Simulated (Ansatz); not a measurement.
Structures of equal composition on the (111) surface of germanium (Ge plane on top): (√3x√3)R30° In adatom at H3; (√3x√3)R30° In adatom at T4. The slabs share one bottom face, and each structure is named by its start. These are constructed structures in small cells; real faces may alloy, dewet or reconstruct in larger ones, and not all known structures of the face are among them. Slabs of about 13 Å, Fermi-Dirac smearing of 0.025 eV. Bottom of the slabs: H caps. Relaxed from the named starts with such symmetry as they have, on meshes of like density; energies extrapolated to zero smearing; spin only where a row says so; no spin-orbit coupling, no U. Brackets mark spin-polarised runs, whose order is one that fits the cell. Where a second, spin-polarised start was run, the lower counts.

Level of theory: PBE (plane waves to 420 eV, PAW; Ansatz, an electronic-structure program).

### Question
Rank these by energy per 1x1 cell (lowest first), as PBE gives it.

### Answer
(√3x√3)R30° In adatom at T4 (0.000 eV, no gap on the mesh), (√3x√3)R30° In adatom at H3 (0.017 eV, no gap on the mesh)
